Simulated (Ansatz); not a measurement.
# BAs, alloy series

Take BAs in the zinc blende structure (space group F-43m, No. 216; a = 4.768 Å) as the base.

The other end (x = 1) is GaAs in the zinc blende structure (space group F-43m, No. 216): 22.65 Å³/atom, gap 0.42 eV.

Ga replaces a fraction x of B; each row is one arrangement (x, atoms in the cell, starting space group or random), fully relaxed.

All numbers come from Ansatz (an electronic-structure program) PBEsol, without spin-orbit coupling.

```tsv
case	band gap	volume per atom
base	1.08 eV	13.55 Å³
x(Ga) = 0.25, 8 atoms, Amm2	?	?
x(Ga) = 0.25, 8 atoms, Pmm2	0.31 eV	15.53 Å³
x(Ga) = 0.5, 8 atoms, I-42d	0.77 eV	17.54 Å³
```

Problem. What belongs in the blanks?

Solution. 
- x(Ga) = 0.25, 8 atoms, Amm2, band gap: 0.21 eV
- x(Ga) = 0.25, 8 atoms, Amm2, volume per atom: 15.71 Å³

Each cell is one ordered arrangement of few atoms, which overstates ordering effects compared with a random alloy. Whether these cells are dynamically stable was not tested. The zero or small gap of GaB3As4 can change with the level of theory.
